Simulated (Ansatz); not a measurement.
**Competing hops of Ca vacancy in fluorite, charge state -2**

Defect: Ca vacancy in fluorite, charge state -2. The numbers are results of PBE, PAW (plane waves to 420 eV; Ansatz, a quantum-chemistry and plane-wave program), not measurements.

Settings: 96 host sites, the relaxed PBE lattice, the Γ point alone, smearing 0.01 eV, spin-restricted, no image-charge correction. No zero-point or tunnelling terms. The charge state is imposed; whether it is stable for some Fermi level was not computed. Forms of the defect that were not tried may lie lower.

Barriers: single points on a 2×2×2 k-point mesh shifted by half a step at the bands' geometries.

| Route | Start site over the lowest site run (eV) | Hop (Å) | Forward barrier (eV) | Backward barrier (eV) | Neighbours at the start | Neighbours at the saddle | Saddle order | Forward, on the band's own sampling (eV) |
|---|---|---|---|---|---|---|---|---|
| a nearby Ca atom hops onto the vacant site | 0.00 | 3.75 | 1.94 | 1.94 | 2 F at 2.27, 4 F at 2.41, 2 F at 2.45 Å | 2 F at 2.09, 2 F at 2.29, F at 2.33 Å | first order | 1.94 |

Paths come from climbing-image nudged elastic band runs.
